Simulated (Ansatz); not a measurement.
Tl: stress against strain

Tl (hcp, P6_3/mmc, 28.627 Å³/atom at rest, c along z) under an equal strain ε in the (0001) plane with the normal axis free, as in a coherent film. PBEsol in Ansatz, a plane-wave DFT program (PAW, default set), 420 eV, 19×19×11 Γ-centred mesh, Fermi-Dirac smearing 0.10 eV; ions are relaxed within the symmetry of each cell. Stress is positive for a compressed cell.

Here s stands for strain and y for stress xx.

| strain (%) | stress xx (GPa) |
|---|---|
| -3.00 | ? |
| -1.50 | 0.61 |
| -1.00 | 0.40 |
| -0.50 | 0.20 |
| 0.00 | 0.00 |
| 0.50 | -0.22 |
| 1.00 | -0.45 |
| 1.50 | -0.69 |

**Question.** Using a straight line, estimate the missing y at s = -3.00 from the other rows, showing the fit.

**Answer.** Means: s 0, y -0.021. About the means, the sum of products is -3.0100 and the sum of squares of s is 7.0000; the slope is their ratio. Least squares gives y = -0.021 - 0.4300·s. Residuals (row less fit): -0.014, -0.009, 0.006, 0.021, 0.016, 0.001, -0.024; standard error 0.018 (degrees of freedom: 5). The slope gives the biaxial elastic modulus of this plane = 43 ± 0.7 GPa. At the withheld row, y = -0.021 - 0.4300 × (-3.0) = 1.269 GPa. The calculation gives 1.43 GPa, 0.161 GPa above the prediction (7.6 % of the range of y in the table). The row lies outside the fitted rows, so this is an extrapolation. From the scatter of the fitted rows alone, a prediction at this place has a standard error of 0.028 GPa, so the miss is 5.8 times that.

One order more doesn't follow all runs of the series either: the slope changes along it. In a metal these values are sensitive to mesh and smearing; energies are taken to zero smearing, stresses follow the free energy. Rows are the converged runs of the series near zero and its far end; series whose fitted rows scatter by over a few per cent of the range, as at a crossing or softening among them, aren't shown in this form. Most that stay on the fit to the last digits aren't either.
